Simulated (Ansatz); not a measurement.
Start from BeTe in the zinc blende structure (space group F-43m, No. 216; a = 5.657 Å). Axes: x, y, z lie along the cube axes.

Level of theory: Kohn–Sham DFT with the r2SCAN functional, run in Ansatz (a quantum-chemistry and plane-wave program) with PAW and 500 eV plane waves, spin-orbit coupling left out.

Perturbation: the cell is stretched by 3.13 % along y with no lateral relaxation; the atoms relax in the strained cell.

Q: Predict the stress tensor and what it implies for the stiffness.

A: Stress of the strained cell less that of the base (GPa, compression positive):
```
  -1.06    0.00    0.00
   0.00   -3.05    0.00
   0.00    0.00   -1.06
```

Then −Δσ_ii/ε with ε = 0.0313 gives secant stiffness values (nonlinear terms included at this strain): C22 ≈ 98 GPa, C12 ≈ 34 GPa and C23 ≈ 34 GPa.

As a check, the harmonic strain energy −½ V₀ Δσ:ε is 6.7 meV/atom; the computed energy rise is 6.8 meV/atom.

No phonon test of stability was made.
